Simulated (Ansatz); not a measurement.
Take PbSe in the rock salt structure (space group Fm-3m, No. 225; a = 6.1780 Å) as the base. Axes: x, y, z lie along the cube axes.

Structures relaxed with Kohn–Sham DFT with the r2SCAN functional, run in Ansatz (an electronic-structure program) with PAW and 500 eV plane waves, without spin-orbit coupling.

Base:

Simulated powder pattern, Cu Kα, λ = 1.54184 Å (kinematic, ideal powder, no thermal factors, no anomalous dispersion; the 14 strongest lines at most, above 2 %, up to 2θ = 90°):

| 2θ (°) | I/Imax (%) | hkl |
|---|---|---|
| 24.96 | 36 | (111) |
| 28.90 | 100 | (200) |
| 41.33 | 77 | (220) |
| 48.90 | 19 | (311) |
| 51.22 | 28 | (222) |
| 59.89 | 13 | (400) |
| 65.90 | 8.3 | (331) |
| 67.84 | 37 | (420) |
| 75.37 | 27 | (422) |
| 80.84 | 6.5 | (333) |
| 89.80 | 9.3 | (440) |

After one change:

Simulated powder pattern, Cu Kα, λ = 1.54184 Å (kinematic, ideal powder, no thermal factors, no anomalous dispersion; the 14 strongest lines at most, above 2 %, up to 2θ = 90°):

| 2θ (°) | I/Imax (%) |
|---|---|
| 25.04 | 54 |
| 28.88 | 51 |
| 29.05 | 100 |
| 41.42 | 78 |
| 41.55 | 39 |
| 48.90 | 9.8 |
| 49.13 | 19 |
| 51.39 | 42 |
| 60.22 | 13 |
| 67.86 | 18 |
| 68.14 | 18 |
| 68.23 | 18 |
| 75.46 | 14 |
| 75.73 | 27 |

Problem. What was done to the base?
A. biaxial strain −2.50 %, plane normal [001], relaxed out of plane
B. biaxial strain −0.50 %, plane normal [001], relaxed out of plane
C. biaxial strain −3.00 %, plane normal [001], relaxed out of plane
D. biaxial strain −1.00 %, plane normal [001], relaxed out of plane

Solution. B, biaxial strain −0.50 %, plane normal [001], relaxed out of plane. Its volume per atom is 29.21 Å³ against 29.48 Å³, and its space group is I4/mmm (No. 139).

Whether these cells are dynamically stable was not tested.
